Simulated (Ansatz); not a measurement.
Band structure of HgPt3 (Pm-3m, 4 atoms in the cell).

```yaml
crystal:
  lattice:
    - [3.98297, 0.00000, 0.00000]
    - [0.00000, 3.98297, 0.00000]
    - [0.00000, 0.00000, 3.98297]
  atoms:
    - { symbol: Hg, position: [0.00000, 0.00000, 0.00000] }
    - { symbol: Pt, position: [0.00000, 0.50000, 0.50000] }
    - { symbol: Pt, position: [0.50000, 0.00000, 0.50000] }
    - { symbol: Pt, position: [0.50000, 0.50000, 0.00000] }
```

Method of the run: LDA (PW92), PAW files made with PBE (plane waves; Ansatz, a first-principles code).

Settings: kpoints.mp_grid.grid = 7 7 7; hamiltonian.xc = lda; hamiltonian.pseudopotentials = {kind: paw} (an earlier, softer set of the program's PAW files); scf.occupations.method = fermi_dirac; scf.occupations.width = 0.136 eV; kpoints.band_path.npoints = 8.

The starting cell comes from a database of computed structures (which also holds hypothetical and non-ambient phases and stackings), without a prior relaxation at this level. Its lattice was rescaled by a random factor within 2.5 % of one. Spin-orbit coupling is off. Spin polarisation is off.

Levels in eV from the Fermi level, bands 34 to 41:
```json
[
 {"point": "Γ", "34": "0.10", "35": "0.55", "36": "0.55", "37": "0.55", "38": "1.13", "39": "1.13", "40": "1.13", "41": "6.22"},
 {"point": "X", "34": "-1.96", "35": "-1.84", "36": "-1.35", "37": "-0.68", "38": "0.56", "39": "4.85", "40": "6.61", "41": "7.03"},
 {"point": "M", "34": "-2.31", "35": "-1.54", "36": "-1.54", "37": "-0.27", "38": "0.32", "39": "1.69", "40": "1.69", "41": "8.44"},
 {"point": "R", "34": "-1.17", "35": "-1.00", "36": "-1.00", "37": "-0.33", "38": "0.13", "39": "0.13", "40": "0.13", "41": "3.62"}
]
```

Bands cross the Fermi level along this path, so the cell is metallic at this level.

Keys are those of Ansatz 0.2.
